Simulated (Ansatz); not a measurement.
Consider Ag in the fcc (Cu type) structure (space group Fm-3m, No. 225).

```
Ag
1.0
    0.00000     2.05259     2.05259
    2.05259     0.00000     2.05259
    2.05259     2.05259     0.00000
Ag
1
Cartesian
  0.00000   0.00000   0.00000
```

Cartesian axes are those of the cell as printed.

All numbers come from Kohn–Sham DFT with the r2SCAN functional, run in Ansatz (a program for electronic structure) with PAW and 500 eV plane waves, no spin-orbit coupling.

Now apply this change: every lattice vector is stretched by 2.64 %, atoms relaxed at fixed cell.

### Question
Predict the stress tensor and what it implies for the stiffness.

### Answer
Stress of the strained cell less that of the base (GPa, compression positive):
```
   -6.4     0.0     0.0
    0.0    -6.4     0.0
    0.0     0.0    -6.4
```

Then B = −ΔP/(ΔV/V₀) with ΔV/V₀ = 0.0813 gives secant stiffness values (nonlinear terms included at this strain): B ≈ 78 GPa.

As a check, the harmonic strain energy −½ V₀ Δσ:ε is 27 meV/atom; the computed energy rise is 31 meV/atom.

Stability against distortions was not tested.
